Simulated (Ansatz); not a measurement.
Reference: monolayer PtS₂, r2SCAN, rigid bands (plane waves, PAW, scalar-relativistic; Ansatz, an electronic-structure program); geometry: cell and atoms relaxed with r2SCAN.

```
PtS2
1.0
    3.53789     0.00000     0.00000
   -1.76895     3.06391     0.00000
    0.00000     0.00000    18.79264
Pt S
1 2
Direct
  0.00000   0.00000   0.50000
  0.33333   0.66667   0.56597
  0.66667   0.33333   0.43403
```

The band gap is 2.05 eV and the electron conductivity mass is 0.42 mₑ.

Problem. Replace S by Se on the same sites and relax. What happens?

Solution. band gap falls (2.05 eV to 1.59 eV); electron conductivity mass falls (0.42 mₑ to 0.33 mₑ).

Moves up to 5 % count as about the same. Masses are for dilute carriers at 300 K, harmonic means over directions unless an axis is named. Spin-orbit coupling is left out.

Model free-standing layer, not matched to a measured one here: monolayer PtS2, monolayer PtSe2. The missing spin-orbit coupling matters most for monolayer PtS2, monolayer PtSe2.
